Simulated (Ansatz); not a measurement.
A calculation on rock-salt ZrN returned lattice constant a 4.562 Å, bulk modulus 273 GPa, elastic constant C11 586 GPa, elastic constant C44 143 GPa, Voigt–Reuss–Hill shear modulus 174 GPa.

For reference: lattice constant a 4.575 Å (measured, temperature not stated, not corrected to a static lattice, relaxed epitaxial film; as tabulated in Mei et al., J. Vac. Sci. Technol. A 31, 061516 (2013)); bulk modulus 248 GPa (measured, room temperature, no zero-point or thermal correction, sources range from 215 to 248; as tabulated in Synthesis of Binary Transition Metal Nitrides, Carbides and Borides from the …); elastic constant C11 471 GPa (measured, temperature not stated, no zero-point or thermal correction; as tabulated in Wu et al. (2005), arXiv:cond-mat/0412374); elastic constant C44 138 GPa (measured, temperature not stated, no zero-point or thermal correction; as tabulated in Wu et al. (2005), arXiv:cond-mat/0412374).

Problem. Which level of theory produced these numbers?
A) LDA (Ansatz (a program for electronic structure))
B) HSE06 (Ansatz)
C) PBE (Ansatz)
D) PBEsol (Ansatz)

Solution. B, HSE06 (Ansatz)

The others give: PBEsol 4.552 Å, 269 GPa, 583 GPa, 123 GPa, 160 GPa; LDA 4.525 Å, 283 GPa, 619 GPa, 127 GPa, 167 GPa; PBE 4.595 Å, 249 GPa, 528 GPa, 119 GPa, 149 GPa.

Unless a cell is named, each level is at its own relaxed cell (HSE06 11.87, LDA 11.58, PBE 12.13, PBEsol 11.79 Å³/atom).

Caveats: hybrids on metals are sensitive to the k mesh (HSE06). Ansatz's density-functional and Hartree–Fock values are scalar-relativistic unless marked +SOC, with PAW data made under PBE.
